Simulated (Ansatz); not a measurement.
The parent structure is GaCuSe$_{2}$ in the chalcopyrite structure (space group I-42d, No. 122; a = 5.6718 Å, c = 11.2626 Å). Axes: x, y, z lie along a, b, c of the conventional cell.

All numbers come from PBE in Ansatz (plane waves to 420 eV, PAW, scalar-relativistic without spin-orbit coupling).

Before the change:

- Pressure = 0.0 GPa
- Shortest interatomic distance = 2.430 Å

One thing is altered: uniaxial strain ε_zz = +0.75 %, all other strain components held at zero, atoms relaxed at fixed cell.

**Question.** Predict the new pressure, energy relative to the base and shortest interatomic distance.

**Answer.** The pressure (mean of the normal stresses, compression positive) goes from zero to -0.4 GPa; the energy goes up by 0.3 meV/atom; the shortest interatomic distance rises by 0.006 Å, from 2.430 Å to 2.436 Å.

No phonon test of stability was made. All final runs are without spin polarisation. Gaps under 0.05 eV, about the width of the smearing, are given as zero.

Ansatz is a first-principles code.
